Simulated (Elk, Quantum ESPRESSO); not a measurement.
A Quantum ESPRESSO input for a self-consistent single point of CrPbO3 (Pm-3m, 5 atoms in the cell) (DFT, PBEsol, plane waves, PSlibrary PAW (PBE) pseudopotentials):

```fortran
&control
  calculation = 'scf'
  prefix = 'pwscf'
  outdir = './work'
  pseudo_dir = './'
  tprnfor = .true.
  tstress = .true.
/
&system
  ibrav = 0
  nat = 5
  ntyp = 3
  ecutwfc = 55
  ecutrho = 495
  occupations = 'smearing'
  smearing = 'gaussian'
  degauss = 0.0036749
  nspin = 2
  starting_magnetization(1) = 0.214
  input_dft = 'pbesol'
/
&electrons
  conv_thr = 1.0d-10
  mixing_beta = 0.3
/
ATOMIC_SPECIES
Cr    51.9961  Cr.pbe-spn-kjpaw_psl.1.0.0.UPF
Pb   207.2000  Pb.pbe-dn-kjpaw_psl.1.0.0.UPF
O     15.9990  O.pbe-n-kjpaw_psl.0.1.UPF
CELL_PARAMETERS angstrom
   3.9617140000     0.0000000000     0.0000000000
   0.0000000000     3.9617140000     0.0000000000
   0.0000000000     0.0000000000     3.9617140000
ATOMIC_POSITIONS crystal
Cr    0.0000000000    0.0000000000    0.0000000000
Pb    0.5000000000    0.5000000000    0.5000000000
O     0.0000000000    0.0000000000    0.5000000000
O     0.5000000000    0.0000000000    0.0000000000
O     0.0000000000    0.5000000000    0.0000000000
K_POINTS automatic
8 8 8  0 0 0
```

Q: Translate this input to Elk.

A: One input that does it (others would too):

```
tasks
  0

xctype
  22

spinpol
  .true.

reducebf
  0.7

rgkmax
  7.5

gmaxvr
  14.0

nxoapwlo
  1

rmtscf
  0.83

nempty
  10

stype
  0

swidth
  0.00183747

scale
  7.486554444

avec
    1.0000000000    0.0000000000    0.0000000000
    0.0000000000    1.0000000000    0.0000000000
    0.0000000000    0.0000000000    1.0000000000

atoms
  3   : nspecies
  'Cr.in'   : spfname
  1   : natoms; atposl, bfcmt below
  0.0000000000  0.0000000000  0.0000000000    0.0 0.0 -1.5
  'Pb.in'   : spfname
  1   : natoms; atposl, bfcmt below
  0.5000000000  0.5000000000  0.5000000000    0.0 0.0 0.0
  'O.in'   : spfname
  3   : natoms; atposl, bfcmt below
  0.0000000000  0.0000000000  0.5000000000    0.0 0.0 0.0
  0.5000000000  0.0000000000  0.0000000000    0.0 0.0 0.0
  0.0000000000  0.5000000000  0.0000000000    0.0 0.0 0.0

ngridk
  8 8 8
```

Basis settings and potentials, where a program has them, do not carry over. This input uses DFT, PBEsol, all-electron FP-LAPW, Elk's shipped species files, LAPW+lo basis. Both were run: size of the net moment 0.40 μB/atom in Quantum ESPRESSO and 0.40 in Elk.

On Elk: the starting cell comes from a database of computed structures (which also holds hypothetical and non-ambient phases and stackings), without a prior relaxation at this level. Its lattice was rescaled by a random factor within 2.5 % of one. With one magnetic atom in the cell only a parallel order is possible. Values depend on the basis (sphere radii, cutoffs, local orbitals), which need not be converged.

On Quantum ESPRESSO: the starting cell comes from a database of computed structures (which also holds hypothetical and non-ambient phases and stackings), without a prior relaxation at this level. Its lattice was rescaled by a random factor within 2.5 % of one. With one magnetic atom in the cell only a parallel order is possible. With a pressure of about -17 GPa the cell is away from its equilibrium volume at this level.
